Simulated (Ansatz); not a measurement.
Consider YN in the rock salt structure (space group Fm-3m, No. 225; a = 4.856 Å). Axes: x, y, z lie along the cube axes.

All numbers come from PBEsol (Ansatz, a quantum-chemistry and plane-wave program; PAW; 420 eV plane waves; no spin-orbit coupling).

For the base:

| Quantity | Result |
|---|---|
| Valley order | X along ⟨100⟩ 0.08 eV |
| Shortest interatomic distance | 2.428 Å |

Now apply this change: uniaxial stress, 8 GPa tension along z, with the cell and atoms free to relax against it.

Question: How does this affect the valley order?

Answer: The valley order (the lowest conduction-band minima on the path, energy above the VBM, named in the base's zone) becomes X along [100] 0.04 eV; X along [001] 0.13 eV (base: X along ⟨100⟩ 0.08 eV).

Question: Estimate the effect on the shortest interatomic distance.

Answer: The shortest interatomic distance decreases by 0.013 Å (2.428 Å → 2.415 Å).

Question: Predict the new energy relative to the base.

Answer: The energy goes up by 11 meV/atom.

The levels and masses belong to the bands next to the band gap. Load acts through the strain it causes; cell and atoms are relaxed under it. Beyond what the load breaks, stability against distortions was not tested. The final runs are not spin-polarised.
